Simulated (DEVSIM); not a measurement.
Device: Au/SiO2/p-Si capacitor, at 350 K.

| layer (left to right) | material | thickness (nm) | Na (cm⁻³) |
|---|---|---|---|
| 1 | SiO2 | 32.0 | - |
| 2 | Si | 1200 | 2.3e17 |

Metal gate on the left, work function 5.1 eV. Fixed charge at the semiconductor interface 2.6e10 cm⁻² (in units of +e); no interface traps.

This is a model device: material constants are rounded textbook-type values typed into the input, and sizes, dopings and lifetimes were drawn at random. Values at 300 K; Nc and Nv go as T^1.5, mobilities as T to minus their exponent, the gap by Varshni's rule with the affinity fixed.

```csv
parameter,SiO2,Si
gap (eV),9,1.124
affinity (eV),0.9,4.05
permittivity,3.9,11.7
Nc (cm⁻³),-,2.86e19
Nv (cm⁻³),-,3.1e19
Varshni α (eV/K),-,0.000473
Varshni β (K),-,636
```

Model (solved in DEVSIM): 1D Poisson equation in equilibrium, Boltzmann statistics, complete ionisation; no quantum confinement or tunnelling. Metal contacts follow the ideal Schottky-Mott rule: no Fermi-level pinning, no interface dipoles.

Q: Give the band bending (positive: bands bend down) and minority sheet density.

A: 
| Vg (V) | ψs (V) | minority carriers (cm⁻²) |
|---|---|---|
| -3 | -0.117 | < 1e8 |
| -2.4 | -0.105 | < 1e8 |
| -1.8 | -0.090 | < 1e8 |
| -1.2 | -0.071 | < 1e8 |
| -0.6 | -0.044 | < 1e8 |
| 0 | -0.005 | < 1e8 |
| 0.6 | 0.062 | < 1e8 |
| 1.2 | 0.174 | < 1e8 |
| 1.8 | 0.334 | < 1e8 |
| 2.4 | 0.531 | < 1e8 |
| 3 | 0.755 | 6.3e9 |
| 3.6 | 0.868 | 2.3e11 |
| 4.2 | 0.899 | 5.9e11 |
| 4.8 | 0.918 | 9.7e11 |
| 5.4 | 0.930 | 1.4e12 |
| 6 | 0.941 | 1.7e12 |
| 6.6 | 0.949 | 2.1e12 |
